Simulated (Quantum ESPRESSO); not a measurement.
```xyz
3
Lattice="3.1054 0.0000 0.0000 -1.5527 2.6894 0.0000 0.0000 0.0000 3.5376" Properties=species:S:1:pos:R:3 pbc="T T T"
Mg     0.0000     0.0000     0.0500
B      0.0000     1.7929     1.7688
B      1.5527     0.8965     1.7688
```

Method: PBEsol, PseudoDojo standard norm-conserving (PBESOL) pseudopotentials (plane waves; Quantum ESPRESSO 7.5).

The set-up and first iterations of a Quantum ESPRESSO log for MgB2 (P6mm, 3 atoms in the cell):

```
     G-vector sticks info
     --------------------
     sticks:   dense  smooth     PW     G-vecs:    dense   smooth      PW
     Sum         805     805    241                21159    21159    3417

     bravais-lattice index     =            4
     lattice parameter (alat)  =       5.8685  a.u.
     unit-cell volume          =     199.3816 (a.u.)^3
     number of atoms/cell      =            3
     number of atomic types    =            2
     number of electrons       =        16.00
     number of Kohn-Sham states=           12
     kinetic-energy cutoff     =      85.0000  Ry
     charge density cutoff     =     340.0000  Ry
     scf convergence threshold =      1.0E-10
     mixing beta               =       0.5000
     number of iterations used =            8  plain     mixing
     Exchange-correlation= PBESOL
                           (   1   4  10   8   0   0   0)

     crystal axes: (cart. coord. in units of alat)
   [... lines left out ...]
     Mg               10.00    24.30500     Mg( 1.00)
     B                 3.00    10.81000     B ( 1.00)

     12 Sym. Ops. (no inversion) found

     point group C_6v (6mm)
     there are  6 classes
   Cartesian axes

     site n.     atom                  positions (alat units)
         1        Mg     tau(   1) = (   0.0000000   0.0000000   0.0161009  )
         2        B      tau(   2) = (   0.0000000   0.5773503   0.5695792  )
         3        B      tau(   3) = (   0.5000000   0.2886751   0.5695792  )

   Crystallographic axes

     site n.     atom                  positions (cryst. coord.)
         1        Mg     tau(   1) = (  0.0000000  0.0000000  0.0141340  )
         2        B      tau(   2) = (  0.3333333  0.6666667  0.5000000  )
         3        B      tau(   3) = (  0.6666667  0.3333333  0.5000000  )

     number of k points=   147  Marzari-Vanderbilt smearing, width (Ry)=  0.0007
                       cart. coord. in units 2pi/alat
        k(    1) = (   0.0000000   0.0000000   0.0000000), wk =   0.0009862
        k(    2) = (   0.0000000   0.0000000   0.0731534), wk =   0.0019724
        k(    3) = (   0.0000000   0.0000000   0.1463068), wk =   0.0019724
   [... 144 lines left out ...]

     Dense  grid:    21159 G-vectors     FFT dimensions: (  36,  36,  40)

     Initial potential from superposition of free atoms

     starting charge      15.9987, renormalised to      16.0000
     Self-consistent Calculation

     iteration #  1     ecut=    85.00 Ry     beta= 0.50

---- Real-time Memory Report at c_bands before calling an iterative solver
           125 MiB given to the printing process from OS
            91 MiB allocation reported by mallinfo(arena+hblkhd)
------------------

     total energy              =    -130.33013281 Ry
     estimated scf accuracy    <       0.29702776 Ry

     iteration #  2     ecut=    85.00 Ry     beta= 0.50

---- Real-time Memory Report at c_bands before calling an iterative solver
           131 MiB given to the printing process from OS
            99 MiB allocation reported by mallinfo(arena+hblkhd)
------------------
     Minimization algorithm failed to find Fermi energy: reverting to bisection
     Possible cause: smearing is larger than the electronic band-gap.

     total energy              =    -130.38394060 Ry
     estimated scf accuracy    <       0.00320502 Ry

     iteration #  3     ecut=    85.00 Ry     beta= 0.50

---- Real-time Memory Report at c_bands before calling an iterative solver
           133 MiB given to the printing process from OS
            99 MiB allocation reported by mallinfo(arena+hblkhd)
------------------
     c_bands:  1 eigenvalues not converged

     total energy              =    -130.38455988 Ry
     estimated scf accuracy    <       0.00077588 Ry
```

### Question
Will this run converge, and how will it end?

### Answer
The run ended unconverged after 100 iterations. It gives no final result for the task that was set. Warnings to mind: c_bands:  1 eigenvalues not converged; WARNING: integrated charge=    15.99909971, expected=    16.00000000; WARNING: integrated charge=    15.99865397, expected=    16.00000000. The log goes on:

```
   [... 95 blocks of this kind left out ...]

     iteration # 99     ecut=    85.00 Ry     beta= 0.50

---- Real-time Memory Report at c_bands before calling an iterative solver
   [... lines left out ...]
------------------

     WARNING: integrated charge=    15.99513348, expected=    16.00000000

     total energy              =    -130.38787026 Ry
     estimated scf accuracy    <       0.00000106 Ry

     iteration #100     ecut=    85.00 Ry     beta= 0.50

---- Real-time Memory Report at c_bands before calling an iterative solver
           135 MiB given to the printing process from OS
           104 MiB allocation reported by mallinfo(arena+hblkhd)
------------------

     WARNING: integrated charge=    15.99506871, expected=    16.00000000

     total energy              =    -130.38786998 Ry
     estimated scf accuracy    <       0.00000009 Ry
     End of self-consistent calculation

     convergence NOT achieved after 100 iterations: stopping

   JOB DONE.
```

The starting cell has typed, rounded lattice constants, without a prior relaxation at this level. Its lattice was rescaled by up to half a per cent. One atom was moved a little off its site on purpose.

The run was DFT, PBEsol, plane waves, PseudoDojo standard norm-conserving (PBESOL) pseudopotentials. Main settings of its input:

- ecutwfc: 85 Ry
- occupations: smearing
- smearing: cold
- degauss: 0.000734986 Ry
- potentials: {Mg: Mg.upf, B: B.upf}
- K_POINTS: automatic 13 13 12 0 0 0
- conv_thr: 1e-10 Ry
- mixing_beta: 0.5
